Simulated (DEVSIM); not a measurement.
Device: Pd/SiON/p-Si capacitor, at 300 K.

```csv
layer (left to right),material,thickness (nm),Na (cm⁻³)
1,SiON,4.80,-
2,Si,17000,1.2e15
```

Metal gate on the left, work function 5.2 eV. Fixed charge at the semiconductor interface 3.3e11 cm⁻² (in units of +e); no interface traps.

This is a model device: material constants are rounded textbook-type values typed into the input, and sizes, dopings and lifetimes were drawn at random. Values at 300 K.

```tsv
parameter	SiON	Si
gap (eV)	7	1.124
affinity (eV)	1.4	4.05
permittivity	5.5	11.7
Nc (cm⁻³)	-	2.86e19
Nv (cm⁻³)	-	3.1e19
```

Model (solved in DEVSIM): 1D Poisson equation in equilibrium, Boltzmann statistics, complete ionisation; no quantum confinement or tunnelling. Metal contacts follow the ideal Schottky-Mott rule: no Fermi-level pinning, no interface dipoles.

The interface trap density was swept, all else fixed.

```csv
interface trap density (cm^-2 eV^-1),threshold voltage (band bending 2φF) (V),flat-band voltage (V),minimum of the low-frequency capacitance (μF/cm²)
0,0.85,0.24,0.0151
1e10,0.85,0.24,0.0167
1e11,0.86,0.24,0.0304
3e11,0.88,0.23,0.0593
1e12,0.94,0.22,0.149
2e12,1.02,0.21,0.252
```

From the first row to the last the threshold voltage (band bending 2φF) goes from 0.85 to 1.02. From the first row to the last the flat-band voltage goes from 0.24 to 0.21.
